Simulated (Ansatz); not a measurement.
Take SrIr2 in the cubic Laves (MgCu2 type) structure (space group Fd-3m, No. 227) as the base.

```
CELL_PARAMETERS angstrom
      0.00000     3.81988     3.81988
      3.81988     0.00000     3.81988
      3.81988     3.81988     0.00000
ATOMIC_POSITIONS crystal
  Sr 0.75000 0.75000 0.75000
  Sr 0.50000 0.50000 0.50000
  Ir 0.12500 0.62500 0.12500
  Ir 0.12500 0.12500 0.12500
  Ir 0.62500 0.12500 0.12500
  Ir 0.12500 0.12500 0.62500
```

Cartesian axes are those of the cell as printed.

Calculations: plane-wave PAW DFT at the PBEsol level (Ansatz, an electronic-structure program, 420 eV), no spin-orbit coupling.

Strains are applied to the cell and any free atomic positions relax; under stress the whole cell relaxes.

One change was made to it. Results:

The energy goes up by 1.6 meV/atom; the volume per atom decreases by 0.07 Å³ (18.58 Å³ → 18.51 Å³); the band gap remains zero.

Name the change that was made.
A. uniaxial strain ε_xx = +2.26 %
B. uniaxial stress, 2 GPa compression along z
C. tensor shear ε_xz = +3.42 %
D. tensor shear ε_yz = +0.20 %

B, uniaxial stress, 2 GPa compression along z. For comparison, the energy relative to the base in the other runs: tensor shear ε_xz = +3.42 % gives +18 meV/atom; tensor shear ε_yz = +0.20 % gives +0.1 meV/atom; uniaxial strain ε_xx = +2.26 % gives +6.5 meV/atom.

Without a gap, meshes like the base's 11×11×11 leave anisotropic stresses uncertain by several tenths of a GPa, and small strain energies with them. Stability under load was not tested beyond the relaxation. All final runs are without spin polarisation.
